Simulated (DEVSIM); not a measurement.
System: Schottky contact on n-type Si, at 300 K.

| layer (left to right) | material | thickness (μm) | Nd (cm⁻³) | τn (s) | τp (s) |
|---|---|---|---|---|---|
| 1 | Si | 5.90 | 1.9e16 | 0.00023 | 0.00023 |

Left contact: Schottky, work function 4.56 eV, emission velocity 1.1e7 cm/s. Right contact: ohmic. Voltage is applied to the left contact. Recombination: SRH at mid-gap, Auger. Gap narrowing is on: ΔEg = 6.92 meV × (l + √(l² + 0.5)), l = ln(N/1.3e17 cm⁻³), shared equally by both band edges. Mobility is μmin + (μ − μmin)/(1 + (N/Nref)^α).

This is a model device: material constants are rounded textbook-type values typed into the input, and sizes, dopings and lifetimes were drawn at random. Values at 300 K.

| parameter | Si |
|---|---|
| gap (eV) | 1.124 |
| affinity (eV) | 4.05 |
| permittivity | 11.7 |
| Nc (cm⁻³) | 2.86e19 |
| Nv (cm⁻³) | 3.1e19 |
| μn (cm²/Vs) | 1417 |
| μp (cm²/Vs) | 470 |
| μn,min | 52 |
| μp,min | 45 |
| Nref,n | 9.7e16 |
| Nref,p | 2.2e17 |
| αn | 0.68 |
| αp | 0.72 |
| Cn (cm⁶/s) | 2.8e-31 |
| Cp (cm⁶/s) | 9.9e-32 |

DEVSIM, 1D drift-diffusion, Boltzmann statistics, complete ionisation; no tunnelling, impact ionisation, image-force lowering or self-heating. Metal contacts follow the ideal Schottky-Mott rule: no Fermi-level pinning, no interface dipoles.

Question: Give the dark forward current.

Answer: 
| V (V) | J (A/cm²) |
|---|---|
| 0.05 | 0.63 |
| 0.10 | 4.7 |
| 0.15 | 27 |
| 0.20 | 110 |
| 0.25 | 250 |
| 0.30 | 440 |
| 0.35 | 660 |
| 0.40 | 890 |
| 0.45 | 1100 |
| 0.50 | 1400 |
| 0.55 | 1600 |
| 0.60 | 1900 |
| 0.65 | 2200 |
